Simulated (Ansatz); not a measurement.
**Mo, response to strain**

The reference is Mo in the bcc (W type) structure (space group Im-3m, No. 229; a = 3.130 Å; relaxed with 0.1 eV smearing). Axes: x, y, z lie along the cube axes.

Strains are applied to the cell and any free atomic positions relax; under biaxial strain the out-of-plane vector relaxes too; under stress the whole cell relaxes.

All numbers come from PBEsol (Ansatz, a first-principles code), spin-orbit coupling left out, earlier PAW set.

Notes on the quantities. energy relative to the base: free energy F.

```csv
variant,space group,energy relative to the base,shortest interatomic distance
base,Im-3m (No. 229),0 meV/atom,2.711 Å
"biaxial strain +0.35 %, plane normal [001], relaxed out of plane",I4/mmm (No. 139),[?],[?]
"biaxial strain +1.04 %, plane normal [001], relaxed out of plane",I4/mmm (No. 139),+5.5 meV/atom,2.723 Å
isotropic strain +1.10 %,Im-3m (No. 229),+14 meV/atom,2.741 Å
"uniaxial stress, 3 GPa tension along z",I4/mmm (No. 139),+1.1 meV/atom,2.714 Å
```

What belongs in the blanks?


- biaxial strain +0.35 %, plane normal [001], relaxed out of plane, energy relative to the base: +0.6 meV/atom
- biaxial strain +0.35 %, plane normal [001], relaxed out of plane, shortest interatomic distance: 2.715 Å

Beyond what the load breaks, stability against distortions was not tested. The final runs are not spin-polarised.
